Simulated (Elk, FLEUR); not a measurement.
An Elk input for a self-consistent single point of BaAl2Ga2 (I4/mmm, 5 atoms in the cell) (DFT, PBEsol, all-electron FP-LAPW, Elk's shipped species files, default APW+lo basis):

```
tasks
  0

xctype
  22

rmtscf
  0.99

stype
  0

swidth
  0.00367493

maxscl
  100

scale
  11.89915764

avec
   -0.3512976399    0.3512976399    0.8678593990
    0.3512976399   -0.3512976399    0.8678593990
    0.3512976399    0.3512976399   -0.8678593990

sppath
  './'

atoms
  3
  'Ba.in'
  1
  0.0000000000  0.0000000000  0.0000000000    0.0 0.0 0.0
  'Al.in'
  2
  0.7500000000  0.2500000000  0.5000000000    0.0 0.0 0.0
  0.2500000000  0.7500000000  0.5000000000    0.0 0.0 0.0
  'Ga.in'
  2
  0.3797100000  0.3797100000  0.0000000000    0.0 0.0 0.0
  0.6202900000  0.6202900000  0.0000000000    0.0 0.0 0.0

ngridk
  7 7 7
```

Question: Write the same calculation as an input for FLEUR.

Answer: One input that does it (others would too):

Input of the input generator:

```
scf Ba(AlGa)2
&input film=f /
-2.2120380000 2.2120380000 5.4647050000
2.2120380000 -2.2120380000 5.4647050000
2.2120380000 2.2120380000 -5.4647050000
1.8897261246
1.0 1.0 1.0

5
56 0.0000000000 0.0000000000 0.0000000000
13 0.7500000000 0.2500000000 0.5000000000
13 0.2500000000 0.7500000000 0.5000000000
31 0.3797100000 0.3797100000 0.0000000000
31 0.6202900000 0.6202900000 0.0000000000

&comp jspins=1 /
&exco xctyp='PBEs' /
&kpt div1=7 div2=7 div3=7 /
&end /
```

```xml
<?xml version="1.0" encoding="UTF-8" standalone="no"?>
<fleurInput fleurInputVersion="0.39">
   <comment>
      scf Ba(AlGa)2                                                                                       
   </comment>
   <calculationSetup>
      <cutoffs Kmax="4.4" Gmax="17.6" GmaxXC="17.6" numbands="0"/>
      <scfLoop itmax="100" minDistance="0.00001" maxIterBroyd="25" imix="Anderson" alpha="0.05" precondParam="0.0" spinf="2.0"/>
      <coreElectrons ctail="T" frcor="F" kcrel="0" coretail_lmax="0"/>
      <xcFunctional name="PBEs" relativisticCorrections="F"/>
      <magnetism jspins="1"/>
      <soc l_soc="F" theta="0.0" phi="0.0" spav="F"/>
      <expertModes spex="0" secvar="F"/>
      <geometryOptimization l_f="T" forcealpha="1.0" forcemix="BFGS" epsdisp="0.00001" epsforce="0.00001"/>
      <ldaU l_linMix="F" mixParam="0.05" spinf="1.0"/>
   </calculationSetup>
   <cell>
      <bzIntegration valenceElectrons="42.0" mode="gauss" fermiSmearingEnergy="0.00367493">
         <kPointListSelection listName="default-1"/>
         <!-- k-points included here -->
         <xi:include xmlns:xi="http://www.w3.org/2001/XInclude" href="kpts.xml"> </xi:include>
      </bzIntegration>
      <!-- symmetry operations included here -->
      <xi:include xmlns:xi="http://www.w3.org/2001/XInclude" href="sym.xml"> </xi:include>
      <bulkLattice scale="1.0">
         <bravaisMatrix>
            <row-1>   -4.1801459972079344     4.1801459972079344    10.3267958017322439</row-1>
            <row-2>    4.1801459972079344    -4.1801459972079344    10.3267958017322439</row-2>
            <row-3>    4.1801459972079344     4.1801459972079344   -10.3267958017322439</row-3>
         </bravaisMatrix>
      </bulkLattice>
   </cell>
   <atomSpecies>
      <species name="Barium (Ba)" element="Ba" atomicNumber="56">
         <mtSphere radius="2.63" gridPoints="925" logIncrement="0.014"/>
         <atomicCutoffs lmax="10" lnonsphr="8"/>
         <electronConfig flipSpins="F">
            <coreConfig>(1s1/2) (2s1/2) (2p1/2) (2p3/2) (3s1/2) (3p1/2) (3p3/2) (4s1/2) (3d3/2) (3d5/2) (4p1/2) (4p3/2) (4d3/2) (4d5/2)</coreConfig>
            <valenceConfig>(5s1/2) (5p1/2) (5p3/2) (6s1/2)</valenceConfig>
         </electronConfig>
         <energyParameters s="6" p="6" d="5" f="4"/>
         <lo type="SCLO" l="0" n="5" eDeriv="0"/>
         <lo type="SCLO" l="1" n="5" eDeriv="0"/>
      </species>
      <species name="Aluminum (Al)" element="Al" atomicNumber="13">
         <mtSphere radius="1.83" gridPoints="645" logIncrement="0.018"/>
         <atomicCutoffs lmax="8" lnonsphr="6"/>
         <electronConfig flipSpins="F">
            <coreConfig>(1s1/2) (2s1/2) (2p1/2) (2p3/2)</coreConfig>
            <valenceConfig>(3s1/2) (3p1/2) (3p3/2)</valenceConfig>
            <stateOccupation state="(3p1/2)" spinUp="0.1666666666667" spinDown="0.1666666666667"/>
            <stateOccupation state="(3p3/2)" spinUp="0.3333333333333" spinDown="0.3333333333333"/>
         </electronConfig>
         <energyParameters s="3" p="3" d="3" f="4"/>
      </species>
      <species name="Gallium (Ga)" element="Ga" atomicNumber="31">
         <mtSphere radius="2.32" gridPoints="817" logIncrement="0.015"/>
         <atomicCutoffs lmax="10" lnonsphr="8"/>
         <electronConfig flipSpins="F">
            <coreConfig>(1s1/2) (2s1/2) (2p1/2) (2p3/2) (3s1/2) (3p1/2) (3p3/2)</coreConfig>
            <valenceConfig>(4s1/2) (3d3/2) (3d5/2) (4p1/2) (4p3/2)</valenceConfig>
            <stateOccupation state="(4p1/2)" spinUp="0.1666666666667" spinDown="0.1666666666667"/>
            <stateOccupation state="(4p3/2)" spinUp="0.3333333333333" spinDown="0.3333333333333"/>
         </electronConfig>
         <energyParameters s="4" p="4" d="3" f="4"/>
         <lo type="HELO" l="2" n="4" eDeriv="0"/>
      </species>
   </atomSpecies>
   <atomGroups>
      <atomGroup species="Barium (Ba)">
         <relPos label="                   1">.0000000000 .0000000000 .0000000000</relPos>
         <force calculate="T" relaxXYZ="TTT"/>
      </atomGroup>
      <atomGroup species="Aluminum (Al)">
         <relPos label="                   2">-1.000/4.000 1.000/4.000 1.000/2.000</relPos>
         <relPos label="                   3">1.000/4.000 -1.000/4.000 1.000/2.000</relPos>
         <force calculate="T" relaxXYZ="TTT"/>
      </atomGroup>
      <atomGroup species="Gallium (Ga)">
         <relPos label="                   4">.3797100000 .3797100000 .0000000000</relPos>
         <relPos label="                   5">-.3797100000 -.3797100000 .0000000000</relPos>
         <force calculate="T" relaxXYZ="TTT"/>
      </atomGroup>
   </atomGroups>
   <output dos="F" band="F" slice="F">
      <checks vchk="F" cdinf="F"/>
      <bandDOS minEnergy="-.5*Htr" maxEnergy="0.5*Htr" sigma="0.015" storeEVData="T"/>
      <vacuumDOS vacdos="F" integ="F" star="F" nstars="0" locx1="0.0" locy1="0.0" locx2="0.0" locy2="0.0" nstm="0" tworkf="0.0"/>
      <unfoldingBand unfoldBand="F" supercellX="1" supercellY="1" supercellZ="1"/>
      <plotting iplot="0" polar="F">
         <plot TwoD="T" vec1="  1.0  0.0  0.0" vec2="  0.0  1.0  0.0" vec3="  0.0  0.0  1.0" zero="  0.0  0.0  0.0" file="plot"/>
      </plotting>
      <chargeDensitySlicing numkpt="0" minEigenval="0.0" maxEigenval="0.0" nnne="0" pallst="F"/>
      <specialOutput eonly="F"/>
      <magneticCircularDichroism mcd="F" energyLo="-10.0" energyUp="0.0"/>
   </output>
  <!-- We include the file relax.xml here to enable relaxations (see documentation) -->
  <xi:include xmlns:xi="http://www.w3.org/2001/XInclude" href="relax.xml"> <xi:fallback/> </xi:include>
</fleurInput>
```

Basis, cutoffs, solver keys and any potentials are the target program's own. This input uses DFT, PBEsol, all-electron FLAPW (FLEUR), scalar-relativistic valence.

The starting cell comes from a database of computed structures (which also holds hypothetical and non-ambient phases and stackings), without a prior relaxation at this level. Its lattice was rescaled by a random factor within 2.5 % of one. For this run, on top of that: lattice scaled by 0.98.
